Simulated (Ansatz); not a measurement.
# Cu3N under a change: tensor shear ε_xy = +2.00 %

The reference is Cu3N (space group Pm-3m, No. 221; a = 3.721 Å). Axes: x, y, z lie along the cube axes.

Modification: tensor shear ε_xy = +2.00 % (engineering shear γ = 0.0400); the atoms relax in the strained cell.

Level of theory: LDA in Ansatz (plane waves to 420 eV, PAW, no spin-orbit coupling). k-mesh 13×13×13 (Γ-centred); smearing 0.05 eV (Fermi–Dirac).

The volume per atom stays essentially unchanged (12.88 Å³ against 12.87 Å³) and the energy goes up by 1.3 meV/atom. The pressure (mean of the normal stresses, compression positive) is still 0.0 GPa and the band gap is still zero. The stress (xx, yy, zz, yz, xz, xy; compression positive) is (0.1, 0.1, 0.0, 0.0, 0.0, -0.8) GPa (rough).

Final structure:

```yaml
crystal:
  lattice:
    - [3.72085, 0.07442, 0.00000]
    - [0.07442, 3.72085, 0.00000]
    - [0.00000, 0.00000, 3.72085]
  atoms:
    - { symbol: Cu, position: [0.50000, 0.00000, 0.00000] }
    - { symbol: Cu, position: [0.00000, 0.50000, 0.00000] }
    - { symbol: Cu, position: [0.00000, 0.00000, 0.50000] }
    - { symbol: N, position: [0.00000, 0.00000, 0.00000] }
```

Without a gap, meshes like the base's 13×13×13 leave anisotropic stresses uncertain by several tenths of a GPa, and small strain energies with them. No phonon test of stability was made. All final runs are without spin polarisation. A zero or small gap of Cu3N can be the functional's error rather than a property of the material.

Ansatz is a first-principles code.
